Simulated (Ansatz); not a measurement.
**WS2 (within 0.1 Å of P-6m2, No. 187, 9 atoms in the cell; start mp-1025571; a measured phase of this formula has another space group)**

Calculation: r²SCAN+rVV10 (Ansatz, a program for electronic structure, PAW).

Settings: plane-wave cutoff 560 eV, 12×12×2 k mesh (along the axes of the cell as run), Fermi–Dirac smearing 0.01 eV, no spin polarisation, scalar-relativistic PAW data made under PBE.

Cell (relaxed at this level):

WS2 has the hexagonal space group P-6m2 (No. 187), Pearson symbol hP9. Conventional cell: a = 3.169 Å, b = 3.169 Å, c = 19.321 Å, α = 90.00°, β = 90.00°, γ = 120.00°. W1 on 1b is coordinated by 6 S at 2.407 Å (trigonal prismatic). W2 on 2i is surrounded by 6 S at 2.406 Å (trigonal prismatic). S1 on 2g has 3 W at 2.406 Å (trigonal pyramidal). S2 on 2g sees 3 W at 2.407 Å (trigonal pyramidal). S3 on 2i sees 3 W at 2.407 Å (trigonal pyramidal). (Neighbours: up to the widest gap in distance over summed covalent radii, below 1.35, at either atom; cation-cation and far metal-metal contacts left out.)

```json
{
  "band_gap": "1.23 eV",
  "smallest_direct_gap_on_the_k_points_sampled": "1.91 eV",
  "direct gap at Γ": "2.58 eV"
}
```

Spin–orbit coupling is not included.

The computed numbers hold no vibrational or temperature effects.

Computing time: around 2.7 core-minutes (rough).

A start named mp-… is a Materials Project structure, which need not be a measured phase.
